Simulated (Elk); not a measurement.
Worked example: self-consistent single point of VFe3 (I4/mmm, 4 atoms in the cell) in Elk.

Method of the run: LDA (PW92), all-electron FP-LAPW, Elk's shipped species files, LAPW+lo basis (Elk).

```
VFe3
1.0
   -2.04367     2.04367     2.89713
    2.04367    -2.04367     2.89713
    2.04367     2.04367    -2.89713
V Fe
1 3
Direct
  0.50000   0.50000   0.00000
  0.75000   0.25000   0.50000
  0.25000   0.75000   0.50000
  0.00000   0.00000   0.00000
```
Moments meant for the start (each program seeds them in its own way; μB, in the order of the atoms V Fe Fe Fe): 2.0 4.0 4.0 4.0.

Reference input (self-consistent single point, DFT, PBEsol, all-electron FP-LAPW, Elk's shipped species files, LAPW+lo basis): xctype = 22; spinpol = true; rgkmax = 7.5; stype = 0; swidth = 0.00999582 Ha; ngridk = 6 6 6; reducebf = 0.7; gmaxvr = 14 1/bohr; nxoapwlo = 1; rmtscf = 0.93; bfcmt = [[0.0, 0.0, -1.0], [0.0, 0.0, -2.0], [0.0, 0.0, -2.0], [0.0, 0.0, -2.0]]. This run's input differs from it in these lines:

```diff
@@ -4,3 +4,3 @@
 xctype
-  22
+  3
```

The program printed (abridged):

```
│ Self-consistent loop started │
│ Loop number : 1 │
 total energy                :     -4758.38689426
 total moment                :    6.779775466
│ Loop number : 2 │
 total energy                :     -4758.16267342
 total moment                :    6.815594560
RMS change in Kohn-Sham potential (target) :   0.3023417996     (  0.1000000000E-05)
Absolute change in total energy (target)   :   0.2242208389     (  0.1000000000E-03)
│ Loop number : 3 │
 total energy                :     -4759.04909841
 total moment                :    6.746942911
RMS change in Kohn-Sham potential (target) :   0.3109994806     (  0.1000000000E-05)
   [... lines left out ...]
│ Loop number : 29 │
 total energy                :     -4759.14120592
 total moment                :   -4.946174792
RMS change in Kohn-Sham potential (target) :   0.2243106304E-05 (  0.1000000000E-05)
Absolute change in total energy (target)   :   0.1333176060E-03 (  0.1000000000E-03)
│ Loop number : 30 │
 total energy                :     -4759.14118673
 total moment                :   -4.946185959
RMS change in Kohn-Sham potential (target) :   0.6791750751E-06 (  0.1000000000E-05)
Absolute change in total energy (target)   :   0.1413452264E-04 (  0.1000000000E-03)
Convergence targets achieved

│ Loop number : 31 │

Energies :
 Fermi                       :     0.343888207256
 xc effective B-field        :    -0.218726356743
 external B-field            :      0.00000000000
 total energy                :     -4759.14116420
 (external B-field energy excluded from total)

Density of states at Fermi energy :    70.83687487
 (states/Hartree/unit cell)

Estimated indirect band gap :   0.6680531570E-03
 from k-point     24 to k-point     16
Estimated direct band gap   :   0.3699642607E-02
 at k-point     16

Charges :
 core                        :    40.00000000
 valence                     :    61.00000000
 interstitial                :    5.545247620
 muffin-tins (core leakage)
  species :    1 (V)
   atom    1                 :    21.23215459     (  0.7742837482E-09)
  species :    2 (Fe)
   [... lines left out ...]

Moments :
 interstitial                :   0.9649862217E-01
 muffin-tins
  species :    1 (V)
   atom    1                 :   0.6569217792
  species :    2 (Fe)
   atom    1                 :   -1.656468531
   atom    2                 :   -1.656468531
   atom    3                 :   -2.386681009
 total in muffin-tins        :   -5.042696292
 total moment                :   -4.946197669

│ Self-consistent loop stopped │
```

The run converged in 31 iterations. The count includes the last loop, which Elk runs after its targets are met. Against the reference run the size of the net moment hardly changes (1.26 to 1.24 μB/atom).

The starting cell comes from a database of computed structures (which also holds hypothetical and non-ambient phases and stackings), without a prior relaxation at this level. The magnetic order is the one reached from the typed start; others were not searched systematically. Values depend on the basis (sphere radii, cutoffs, local orbitals), which need not be converged. The log's line on a gap gives a spacing of levels on this mesh, which the program prints for metals too.

Cost on one core of a shared machine: roughly 3 min.
